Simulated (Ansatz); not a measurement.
## PBE-D3(BJ) against r2SCAN+rVV10: Sb, pressure 0.3 GPa

Base system: Sb in the A7 type structure (space group R-3m, No. 166; a = 4.321 Å, c = 11.040 Å (hexagonal axes)).

(Cell as relaxed with PBE-D3(BJ).)

Levels (all Ansatz, a program for electronic structure, PAW): PBE-D3(BJ) (420 eV, spin-orbit coupling left out); r2SCAN+rVV10 (500 eV, no SOC).

Each level relaxes its own structure.

```json
[
 {"base": "volume per atom", "PBE-D3(BJ)": "29.76 Å³", "r2SCAN+rVV10": "30.67 Å³"},
 {"base": "lattice parameter a", "PBE-D3(BJ)": "4.321 Å", "r2SCAN+rVV10": "4.328 Å"},
 {"base": "band gap", "PBE-D3(BJ)": "zero", "r2SCAN+rVV10": "zero"}
]
```

Modification: cell and atoms relaxed at a pressure of 0.3 GPa.

| quantity | PBE-D3(BJ) | r2SCAN+rVV10 |
|---|---|---|
| c/a ratio | 2.548 | 2.611 |
| volume per atom | 29.55 Å³ | 30.43 Å³ |
| band gap | zero | zero |

PBE-D3(BJ)'s c/a ratio lies 0.063 below r2SCAN+rVV10's; PBE-D3(BJ)'s volume per atom lies 0.88 Å³ below r2SCAN+rVV10's (2.9 %); the two agree on the band gap. Neither level is exact; r2SCAN+rVV10 is the comparison here, not a measurement.

Spin-orbit coupling, missing from the scalar runs, can matter with Sb. Load acts through the strain it causes; cell and atoms are relaxed under it. No phonon test of stability was made.
